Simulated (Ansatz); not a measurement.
Start from Ge₂Sb₂Te₅ (space group P-3m1, No. 164).

```cif
data_Ge2Sb2Te5
_chemical_formula_sum 'Te5 Sb2 Ge2'
_space_group_name_H-M_alt 'P-3m1'
_space_group_IT_number 164
_space_group_name_Hall '-P 3 2"'
_cell_length_a 4.23277
_cell_length_b 4.23277
_cell_length_c 17.44148
_cell_angle_alpha 90.000
_cell_angle_beta 90.000
_cell_angle_gamma 120.000
loop_
_atom_site_label
_atom_site_type_symbol
_atom_site_symmetry_multiplicity
_atom_site_Wyckoff_symbol
_atom_site_fract_x
_atom_site_fract_y
_atom_site_fract_z
_atom_site_occupancy
Te1 Te 1 a 0.00000 0.00000 0.00000 1
Sb1 Sb 2 d 0.66667 0.33333 0.11340 1
Te2 Te 2 d 0.33333 0.66667 0.21240 1
Ge1 Ge 2 c 0.00000 0.00000 0.34089 1
Te3 Te 2 d 0.66667 0.33333 0.42292 1
```

Calculations: PBE-D3(BJ)/PAW in Ansatz (a program for electronic structure), spin-orbit coupling left out.

For the base:

```
Quantity    Value
--------  -------
Band gap     zero
Pressure  0.0 GPa
```

It is then changed as follows: the cell is scaled by 0.9691 in all directions, atoms relaxed at fixed cell.

Predict the new band gap, energy relative to the base, pressure and largest internal atomic displacement.

The band gap is still zero; the energy increases by 23 meV/atom; the pressure (mean of the normal stresses, compression positive) goes from zero to 3.0 GPa; the largest internal atomic displacement is 0.204 Å.

Spin-orbit coupling, missing from the scalar runs, can matter with Sb and Te. The cells carry an imposed strain or load. Stability against distortions was not tested. The final runs are not spin-polarised. The D3 term's C6 switches between coordination references near this geometry, which can add small steps to energies. A zero or small gap of Ge2Sb2Te5 can be the functional's error rather than a property of the material.
